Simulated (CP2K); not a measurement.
Worked example: self-consistent single point of MgNiF₆ (P1, 8 atoms in the cell) in CP2K.

Computed with LDA (Pade form), GPW, DZVP-MOLOPT-SR-GTH basis, GTH-PADE potentials (GTH_POTENTIALS) run with CP2K.

The change in words: atoms moved at random. Reference geometry:
```xyz
8
Lattice="5.1646 0.0000 0.0000 2.9314 4.2521 0.0000 2.9314 1.5396 3.9636" Properties=species:S:1:pos:R:3 pbc="T T T"
Mg     5.5137     2.8959     1.9818
Ni     0.0000     0.0000     0.0000
F      4.4575     3.4164     0.3732
F      6.5698     2.3753     3.5905
F      3.8348     2.7704     3.0495
F      7.1925     3.0213     0.9141
F      5.3428     0.9746     1.4783
F      5.6846     4.8172     2.4853
```

Reference input (self-consistent single point, DFT LDA (Pade form), GPW, DZVP-MOLOPT-SR-GTH basis, GTH-PADE potentials (GTH_POTENTIALS)): CUTOFF = 1000 Ry; REL_CUTOFF = 50 Ry; SMEAR/METHOD = FERMI_DIRAC; ELECTRONIC_TEMPERATURE = 1578.21 K; KPOINTS/SCHEME = MONKHORST-PACK 6 6 6; GAMMA_CENTERED = T; XC_FUNCTIONAL = PADE; Mg/BASIS_SET = DZVP-MOLOPT-SR-GTH-q10; Mg/POTENTIAL = GTH-PADE-q10; Ni/BASIS_SET = DZVP-MOLOPT-SR-GTH-q18; Ni/POTENTIAL = GTH-PADE-q18; F/BASIS_SET = DZVP-MOLOPT-SR-GTH-q7. This run's input differs from it in these lines:

```diff
@@ -71,10 +71,10 @@
       SCALED
-      Mg       0.50000000     0.50000000     0.50000000
-      Ni       0.00000000     0.00000000     0.00000000
-      F        0.37297000     0.76936700     0.09415000
-      F        0.62703000     0.23063300     0.90585000
-      F        0.09415000     0.37297000     0.76936700
-      F        0.90585000     0.62703000     0.23063300
-      F        0.76936700     0.09415000     0.37297000
-      F        0.23063300     0.90585000     0.62703000
+      Mg       0.50299500     0.50042200     0.49253400
+      Ni      -0.00107300     0.00408600     0.00439200
+      F        0.37491100     0.76596500     0.09780800
+      F        0.63015400     0.22577000     0.91732800
+      F        0.10183400     0.37548300     0.75982800
+      F        0.91231500     0.62967200     0.21339600
+      F        0.75827400     0.08268700     0.38497900
+      F        0.22058800     0.91591500     0.62973600
     &END COORD
```

Output (repeated stretches shortened):

```
 SCF WAVEFUNCTION OPTIMIZATION

  Step     Update method      Time    Convergence         Total energy    Change
     1 NoMix/Diag. 0.20E+00      -     1.86552434      -378.1754263193 -3.78E+02
     2 Broy./Diag. 0.20E+00      -     0.13744384      -375.6600679659  2.52E+00
     3 Broy./Diag. 0.20E+00      -     0.12456308      -376.0589932146 -3.99E-01
     4 Broy./Diag. 0.20E+00      -     0.09688319      -377.0114719974 -9.52E-01
     5 Broy./Diag. 0.20E+00      -     0.06110917      -379.0938271897 -2.08E+00
     6 Broy./Diag. 0.20E+00      -     0.00616597      -378.3786475029  7.15E-01
   [... 13 lines left out ...]
    20 Broy./Diag. 0.20E+00      -     0.00000566      -377.7747466481  1.18E-05
    21 Broy./Diag. 0.20E+00      -     0.00000117      -377.7749213788 -1.75E-04
    22 Broy./Diag. 0.20E+00      -     0.00000165      -377.7749492754 -2.79E-05
    23 Broy./Diag. 0.20E+00      -     0.00000070      -377.7749197068  2.96E-05
  *** SCF run converged in    23 steps ***

  Overlap energy of the core charge distribution:               0.00000000000011
  Self energy of the core charge distribution:               -774.39175036338975
  Core Hamiltonian energy:                                    220.78092863655203
  Hartree energy:                                             228.16569001289062
  Exchange-correlation energy:                                -52.32897605919208
  Electronic entropic energy:                                  -0.00081194332460
  Fermi energy:                                                 0.05725665075222

  Total energy:                                              -377.77491970677426
  Total energy (extrapolated to T->0):                       -377.77451373511195

                     Mulliken Population Analysis

   [... lines left out ...]

 STRESS| Analytical stress tensor [bar]
 STRESS|                        x                   y                   z
 STRESS|      x       -2.83784128457E+04  -8.88523437770E+03   3.69280734423E+03
 STRESS|      y       -8.88523437770E+03  -3.69936364865E+04   1.86584330610E+03
 STRESS|      z        3.69280734423E+03   1.86584330610E+03  -3.34481214997E+04
 STRESS| 1/3 Trace                                            -3.29400569440E+04
```

The run converged in 23 iterations. Against the reference run the free energy rises by 8.7 meV/atom, the pressure goes from -3.60 to -3.29 GPa, the largest force goes from 0.312 to 0.869 eV/Å and the gap on the mesh goes from 1.264 to 1.231 eV.

The starting cell comes from a database of computed structures (which also holds hypothetical and non-ambient phases and stackings), without a prior relaxation at this level. For this run, on top of that: atoms moved at random. Values carry the incompleteness of an atom-centred basis. With a pressure of about -3 GPa the cell is away from its equilibrium volume at this level.

Cost on one core of a shared machine: roughly 60 s.
